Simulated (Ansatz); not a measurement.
## CdSe in the wurtzite structure (space group P6_3mc, No. 186)

Space group P6₃mc (No. 186); a = 4.3400 Å, b = 4.3400 Å, c = 7.0780 Å, α = 90.00°, β = 90.00°, γ = 120.00°

```json
[
 {"atom": "Cd", "site": "2b", "symmetry": "3m.", "x": "0.6667", "y": "0.3333", "z": "0.0006"},
 {"atom": "Se", "site": "2b", "symmetry": "3m.", "x": "0.3333", "y": "0.6667", "z": "0.1246"}
]
```

Method: plane-wave PAW DFT at the r2SCAN level (Ansatz, an electronic-structure program, 500 eV), no spin-orbit coupling. Γ-centred 9×9×5 mesh, Fermi–Dirac width 0.05 eV.

```yaml
volume_per_atom: 28.86 Å³
density: 5.50 g/cm³
band_gap: 1.11 eV, direct at Γ
electron_mass: 0.093 mₑ along c, 0.10 mₑ across
Lowest conduction-band minima above the VBM: Γ 1.11 eV
total_energy: -6873.918 eV/atom (σ→0; compares only within this code and set-up)
```

Masses are band curvatures over ±0.01 Å⁻¹ around the edge. Whether these cells are dynamically stable was not tested.
